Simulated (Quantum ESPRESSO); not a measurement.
Quantum ESPRESSO run on In2Ag (I4/mcm, 6 atoms in the cell): self-consistent single point.

Level of theory: LDA (PZ), PSlibrary PAW (LDA) pseudopotentials (plane waves; Quantum ESPRESSO).

```
CELL_PARAMETERS angstrom
     -3.51378     3.51378     2.86985
      3.51378    -3.51378     2.86985
      3.51378     3.51378    -2.86985
ATOMIC_POSITIONS crystal
  In 0.65630 0.15630 0.81260
  In 0.15630 0.34370 0.50000
  In 0.34370 0.84370 0.18740
  In 0.84370 0.65630 0.50000
  Ag 0.25000 0.25000 0.00000
  Ag 0.75000 0.75000 0.00000
```

Reference input (self-consistent single point, DFT, LDA (PZ), plane waves, PSlibrary ultrasoft (LDA) pseudopotentials): ecutwfc = 50 Ry; ecutrho = 300 Ry; occupations = smearing; smearing = methfessel-paxton; degauss = 0.0099958 Ry; potentials = {In: In.pz-dn-rrkjus_psl.1.0.0.UPF, Ag: Ag.pz-n-rrkjus_psl.1.0.0.UPF}; K_POINTS = automatic 6 6 6 0 0 0; conv_thr = 1e-10 Ry; mixing_beta = 0.7. This run's input differs from it in these lines:

```diff
@@ -23,4 +23,4 @@
 ATOMIC_SPECIES
-In   114.8180  In.pz-dn-rrkjus_psl.1.0.0.UPF
-Ag   107.8682  Ag.pz-n-rrkjus_psl.1.0.0.UPF
+In   114.8180  In.pz-dn-kjpaw_psl.1.0.0.UPF
+Ag   107.8682  Ag.pz-n-kjpaw_psl.1.0.0.UPF
 CELL_PARAMETERS angstrom
```

Output, abridged:

```
     Self-consistent Calculation

     iteration #  1     ecut=    50.00 Ry     beta= 0.70

     Threshold (ethr) on eigenvalues was too large:
     Diagonalizing with lowered threshold

     total energy              =   -2292.31078597 Ry
     estimated scf accuracy    <       0.05269645 Ry

     iteration #  2     ecut=    50.00 Ry     beta= 0.70

     total energy              =   -2292.32301094 Ry
     estimated scf accuracy    <       0.00978174 Ry

     iteration #  3     ecut=    50.00 Ry     beta= 0.70

     total energy              =   -2292.32474825 Ry
     estimated scf accuracy    <       0.00293344 Ry

   [... 4 blocks of this kind left out ...]

     iteration #  8     ecut=    50.00 Ry     beta= 0.70

     total energy              =   -2292.32566941 Ry
     estimated scf accuracy    <          4.0E-09 Ry

     iteration #  9     ecut=    50.00 Ry     beta= 0.70
     End of self-consistent calculation

     the Fermi energy is    10.3577 ev

!    total energy              =   -2292.32566941 Ry
     estimated scf accuracy    <          7.8E-11 Ry
     smearing contrib. (-TS)   =       0.00001441 Ry
     internal energy E=F+TS    =   -2292.32568383 Ry

     convergence has been achieved in   9 iterations

     Forces acting on atoms (cartesian axes, Ry/au):

     atom    1 type  1   force =     0.00008316    0.00008316   -0.00000000
     atom    2 type  1   force =    -0.00008316    0.00008316    0.00000000
     atom    3 type  1   force =    -0.00008316   -0.00008316   -0.00000000
     atom    4 type  1   force =     0.00008316   -0.00008316    0.00000000
     atom    5 type  2   force =    -0.00000000   -0.00000000    0.00000000
   [... lines left out ...]
     Total force =     0.000235     Total SCF correction =     0.000026
   [... lines left out ...]
     SCF correction compared to forces is large: reduce conv_thr to get better values

          total   stress  (Ry/bohr**3)                   (kbar)     P=      -83.07
  -0.00055156   0.00000000  -0.00000000          -81.14        0.00       -0.00
   0.00000000  -0.00055156  -0.00000000            0.00      -81.14       -0.00
  -0.00000000  -0.00000000  -0.00059096           -0.00       -0.00      -86.93

   JOB DONE.
```

The run converged in 9 iterations. Against the reference run the pressure stays at -8.31 GPa and the largest force stays at 0.003 eV/Å.

The starting cell comes from a database of published, mostly measured structures (it also holds non-ambient and calculated ones), without a prior relaxation at this level. Its lattice was rescaled by a random factor within 2.5 % of one. With a pressure of about -8 GPa the cell is away from its equilibrium volume at this level.

Cost on one core of a shared machine: roughly 3 min.
